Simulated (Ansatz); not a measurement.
**ZrSi2 with two functionals, pressure −2 GPa**

The reference is ZrSi₂ (space group Cmcm, No. 63; a = 3.7044 Å, b = 14.7922 Å, c = 3.6789 Å).

(Cell as relaxed with PBE.)

Levels (all Ansatz, a first-principles code, PAW): PBE (420 eV, spin-orbit coupling left out); r2SCAN (500 eV, without spin-orbit coupling).

Each level relaxes its own structure.

| base | PBE | r2SCAN |
|---|---|---|
| volume per atom | 16.80 Å³ | 16.75 Å³ |
| band gap | zero | zero |

Now apply this change: hydrostatic tension (pressure −2 GPa).

```csv
quantity,PBE,r2SCAN
volume per atom,17.08 Å³,17.02 Å³
band gap,zero,zero
```

PBE's volume per atom lies 0.06 Å³ above r2SCAN's (0.4 %); the two agree on the band gap. Neither level is exact; r2SCAN is the comparison here, not a measurement.

Load acts through the strain it causes; cell and atoms are relaxed under it. No phonon test of stability was made. All final runs are without spin polarisation.
